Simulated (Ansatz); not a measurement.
Mg₂NbN₃ (C2/c, No. 15, 12 atoms in the cell; start mp-1246788), treated with LDA (plane waves, PAW; Ansatz, a first-principles code).

Run with plane-wave cutoff 520 eV, 8×8×8 k mesh, Fermi–Dirac smearing 0.01 eV, no spin polarisation, scalar-relativistic PAW data made under PBE.

Cell (relaxed at this level):

```
CELL_PARAMETERS angstrom
      4.67679    -3.04409     0.00817
      4.67679     3.04409     0.00817
     -2.62034     0.00000     4.99419
ATOMIC_POSITIONS crystal
  Mg 0.91551 0.75476 0.42297
  Mg 0.08449 0.24524 0.57703
  Mg 0.24524 0.08449 0.07703
  Mg 0.75476 0.91551 0.92297
  Nb 0.58912 0.41088 0.75000
  Nb 0.41088 0.58912 0.25000
  N  0.90207 0.09793 0.75000
  N  0.09793 0.90207 0.25000
  N  0.58703 0.72665 0.07428
  N  0.41297 0.27335 0.92572
  N  0.27335 0.41297 0.42572
  N  0.72665 0.58703 0.57428
```

Problem. Estimate the band gap, smallest direct gap on the k points sampled and Γ–Γ gap that the calculation returns.

Solution. 
band gap: 1.28 eV
smallest direct gap on the k points sampled: 1.98 eV
Γ–Γ gap: 2.10 eV

Spin–orbit coupling is not included.

The result took about 110 core-seconds (a rough figure).

A start named mp-… is a Materials Project structure, which need not be a measured phase.
